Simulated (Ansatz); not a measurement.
A periodic model of amorphous In7Ga9Zn12O35:

```xyz
63
Lattice="9.2346 0.0000 0.0000 0.0000 9.2346 0.0000 0.0000 0.0000 9.2346" Properties=species:S:1:pos:R:3 pbc="T T T"
In     6.8036     2.5249     1.4938
In     4.3890     0.9765     3.6785
In     0.4652     7.6526     5.3517
In     4.8955     4.5090     3.3002
In     4.3531     5.7213     6.3795
In     5.4322     7.9241     0.5479
In     9.2148     8.3451     1.8548
Ga     0.9047     2.0307     2.1025
Ga     3.4981     8.8357     6.7390
Ga     6.6159     7.3592     4.5841
Ga     7.9120     3.1197     7.3554
Ga     5.4119     1.5987     8.3760
Ga     7.2190     0.1567     6.4217
Ga     3.0804     2.6681     6.5614
Ga     3.0519     7.3526     3.5180
Ga     7.3629     6.1085     1.9035
Zn     0.3519     4.9308     0.7787
Zn     1.0252     1.5974     5.1321
Zn     2.9934     0.2057     1.0287
Zn     1.9587     4.5013     4.2045
Zn     8.4267     4.3338     4.2818
Zn     0.7033     0.8487     8.0304
Zn     5.2126     4.8722     0.0105
Zn     7.5744     6.3945     7.9163
Zn     2.0647     7.0508     8.6068
Zn     7.4974     1.5729     4.1759
Zn     3.0405     3.1114     0.7129
Zn     1.0981     4.7142     7.0335
O      0.5716     5.5033     5.2592
O      5.5397     6.1189     1.7739
O      5.5925     6.2657     8.0339
O      6.4217     3.2021     8.5584
O      7.9756     4.3733     2.1888
O      4.7483     3.6350     1.3398
O      8.0169     7.1318     3.3353
O      3.6652     7.4800     5.3989
O      0.9995     6.6946     0.9225
O      7.5974     3.1275     5.5488
O      2.7622     5.3724     7.7858
O      8.6532     4.7517     8.0737
O      0.8026     3.0026     3.7817
O      5.8300     2.5192     3.4602
O      1.4199     8.2416     3.5565
O      6.1675     9.1640     4.5531
O      5.6909     0.8039     0.7877
O      3.0653     5.5675     3.1012
O      1.2083     2.6246     6.8741
O      7.6470     7.5133     6.2873
O      1.0853     0.4900     0.6802
O      8.0163     1.2353     7.7832
O      1.1552     3.2574     0.7239
O      3.6460     3.9478     5.3407
O      1.5326     8.4389     7.0914
O      8.3757     1.2539     2.3495
O      4.1161     8.4467     2.4401
O      5.8833     5.6835     4.8017
O      3.6752     2.2448     8.2360
O      3.1089     1.0722     5.4862
O      2.8377     1.7207     2.3343
O      7.5811     7.4184     0.5029
O      8.7747     0.3968     5.2195
O      3.6205     8.3470     8.6883
O      5.4249     0.2995     7.0686
```

All values below come from PBE, scalar-relativistic without spin-orbit coupling (plane waves to 420 eV, PAW; Ansatz, a first-principles code). The usual formal charges leave 2 electrons over, so the level spacing at the Fermi energy parts defect or band states and needn't be the band gap.

The cell was made by melting and quenching with the CHGNet potential and then relaxed with DFT. O atoms were pushed apart under 1.9 Å during the dynamics, to hinder bonds among them. The hot cell started wider than the set density and was brought back towards it in steps. It is the lowest in DFT energy of 2 quenches. It is a model cell: composition and starting density were chosen by hand, and all elements were melted together. No dispersion term was used. Its density started from a set value of 5.85 and ended at 5.85 g/cm³. The simulated quench (nominally 320 K/ps over its main leg) is rapid and tends to freeze in more defects than a deposited or slowly cooled glass has. A cell of this size samples the disorder only roughly. The volume was held where the preparation left it, at a PBE pressure of 4.1 GPa. Stress components on the final sampling reach 5.7 GPa. On a 2×2×2 Γ-centred mesh force components of up to 0.13 eV/Å stay, since the relaxation ran on the zone centre alone.

Cut-offs for bonds: In-In 3.12 Å, In-Ga 2.90 Å, In-Zn 2.90 Å, In-O 2.82 Å, Ga-Ga 2.68 Å, Ga-Zn 2.68 Å, Ga-O 2.32 Å, Zn-Zn 2.68 Å, Zn-O 2.38 Å, O-O 1.58 Å. Two cations that share two anions don't count as bonded, nor two that share one unless they lie closer than In-In 3.04 Å, In-Ga 2.82 Å, In-Zn 2.82 Å, Ga-Ga 2.61 Å, Ga-Zn 2.61 Å, Zn-Zn 2.61 Å.

Problem. Give the coordination numbers, mean bond lengths and angles.

Solution. 
```json
{
 "Mean coordination of In by anions": "5.71 (2 with 5, 5 with 6)",
 "Mean coordination of Ga by anions": "4.33 (6 with 4, 3 with 5)",
 "Mean coordination of Zn by anions": "4.08 (11 with 4, 1 with 5)",
 "Mean coordination of O": "3.66 (12 with 3, 23 with 4)",
 "Mean Zn-O bond": "2.024 Å (spread 0.096 Å, 49 counted)",
 "Mean In-O bond": "2.228 Å (spread 0.111 Å, 40 counted)",
 "Mean Ga-O bond": "1.921 Å (spread 0.077 Å, 39 counted)",
 "Bond angle at In": "mean 104.2°, spread 28.7°",
 "Bond angle at Ga": "mean 107.8°, spread 20.0°",
 "Bond angle at Zn": "mean 108.6°, spread 19.2°",
 "Bond angle at O": "mean 109.9°, spread 16.6°"
}
```

Problem. List the pairs of like atoms that count as bonded by the rules above.

Solution. There are none by these rules.

Problem. What Bader charges do the atoms carry, from a run on the zone centre alone?

Solution. Means (range): In +1.79 e (+1.76 to +1.82), Ga +1.78 e (+1.70 to +1.82), Zn +1.20 e (+1.16 to +1.23), O -1.23 e (-1.27 to -1.18).
```json
[
 {"atom": "In1", "charge (e)": "+1.76"},
 {"atom": "In2", "charge (e)": "+1.79"},
 {"atom": "In3", "charge (e)": "+1.79"},
 {"atom": "In4", "charge (e)": "+1.81"},
 {"atom": "In5", "charge (e)": "+1.76"},
 {"atom": "In6", "charge (e)": "+1.80"},
 {"atom": "In7", "charge (e)": "+1.82"},
 {"atom": "Ga8", "charge (e)": "+1.82"},
 {"atom": "Ga9", "charge (e)": "+1.81"},
 {"atom": "Ga10", "charge (e)": "+1.77"},
 {"atom": "Ga11", "charge (e)": "+1.79"},
 {"atom": "Ga12", "charge (e)": "+1.79"},
 {"atom": "Ga13", "charge (e)": "+1.80"},
 {"atom": "Ga14", "charge (e)": "+1.76"},
 {"atom": "Ga15", "charge (e)": "+1.79"},
 {"atom": "Ga16", "charge (e)": "+1.70"},
 {"atom": "Zn17", "charge (e)": "+1.18"},
 {"atom": "Zn18", "charge (e)": "+1.20"},
 {"atom": "Zn19", "charge (e)": "+1.20"},
 {"atom": "Zn20", "charge (e)": "+1.18"},
 {"atom": "Zn21", "charge (e)": "+1.20"},
 {"atom": "Zn22", "charge (e)": "+1.22"},
 {"atom": "Zn23", "charge (e)": "+1.17"},
 {"atom": "Zn24", "charge (e)": "+1.22"},
 {"atom": "Zn25", "charge (e)": "+1.17"},
 {"atom": "Zn26", "charge (e)": "+1.23"},
 {"atom": "Zn27", "charge (e)": "+1.22"},
 {"atom": "Zn28", "charge (e)": "+1.16"},
 {"atom": "O29", "charge (e)": "-1.21"},
 {"atom": "O30", "charge (e)": "-1.24"},
 {"atom": "O31", "charge (e)": "-1.20"},
 {"atom": "O32", "charge (e)": "-1.24"},
 {"atom": "O33", "charge (e)": "-1.22"},
 {"atom": "O34", "charge (e)": "-1.18"},
 {"atom": "O35", "charge (e)": "-1.27"},
 {"atom": "O36", "charge (e)": "-1.27"},
 {"atom": "O37", "charge (e)": "-1.19"},
 {"atom": "O38", "charge (e)": "-1.22"},
 {"atom": "O39", "charge (e)": "-1.21"},
 {"atom": "O40", "charge (e)": "-1.22"},
 {"atom": "O41", "charge (e)": "-1.22"},
 {"atom": "O42", "charge (e)": "-1.19"},
 {"atom": "O43", "charge (e)": "-1.23"},
 {"atom": "O44", "charge (e)": "-1.23"},
 {"atom": "O45", "charge (e)": "-1.23"},
 {"atom": "O46", "charge (e)": "-1.21"},
 {"atom": "O47", "charge (e)": "-1.25"},
 {"atom": "O48", "charge (e)": "-1.25"},
 {"atom": "O49", "charge (e)": "-1.22"},
 {"atom": "O50", "charge (e)": "-1.24"},
 {"atom": "O51", "charge (e)": "-1.22"},
 {"atom": "O52", "charge (e)": "-1.24"},
 {"atom": "O53", "charge (e)": "-1.22"},
 {"atom": "O54", "charge (e)": "-1.21"},
 {"atom": "O55", "charge (e)": "-1.23"},
 {"atom": "O56", "charge (e)": "-1.21"},
 {"atom": "O57", "charge (e)": "-1.26"},
 {"atom": "O58", "charge (e)": "-1.24"},
 {"atom": "O59", "charge (e)": "-1.23"},
 {"atom": "O60", "charge (e)": "-1.21"},
 {"atom": "O61", "charge (e)": "-1.23"},
 {"atom": "O62", "charge (e)": "-1.21"},
 {"atom": "O63", "charge (e)": "-1.25"}
]
```
